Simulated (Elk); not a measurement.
Band structure of Tl (P6_3/mmc, 4 atoms in the cell).

```
CELL_PARAMETERS angstrom
      3.47706     0.00000     0.00000
     -1.73853     3.01122     0.00000
      0.00000     0.00000    11.16421
ATOMIC_POSITIONS crystal
  Tl 0.00000 0.00000 0.00000
  Tl 0.00000 0.00000 0.50000
  Tl 0.33333 0.66667 0.25000
  Tl 0.66667 0.33333 0.75000
```

Method: Elk with PBE, all-electron FP-LAPW, Elk's shipped species files, default APW+lo basis.

Settings: xctype = 20; rgkmax = 7; stype = 3; swidth = 0.00367493 Ha; ngridk = 11 11 3.

The starting cell comes from a database of computed structures (which also holds hypothetical and non-ambient phases and stackings), without a prior relaxation at this level. Its lattice was rescaled by a random factor within 2.5 % of one. Spin-orbit coupling is off. Values depend on the basis (sphere radii, cutoffs, local orbitals), which need not be converged.

Levels in eV from the Fermi level, bands 35 to 42:
```
point     35     36     37     38     39     40     41    42
-----  -----  -----  -----  -----  -----  -----  -----  ----
Γ      -8.46  -5.11  -2.74   3.26   3.27   7.94   7.94  8.90
M      -4.67  -3.99  -2.58  -2.27  -0.22   0.22   1.90  2.89
K      -4.32  -4.07  -0.83  -0.56  -0.56  -0.40  -0.40  1.75
A      -6.73  -6.73  -0.46  -0.46   7.49   7.49   8.21  8.21
L      -4.50  -4.50  -1.70  -1.70  -1.03  -1.03   3.54  3.54
H      -4.31  -4.31  -1.08  -1.08   0.10   0.10   0.93  0.93
```

Bands cross the Fermi level along this path, so the cell is metallic at this level.
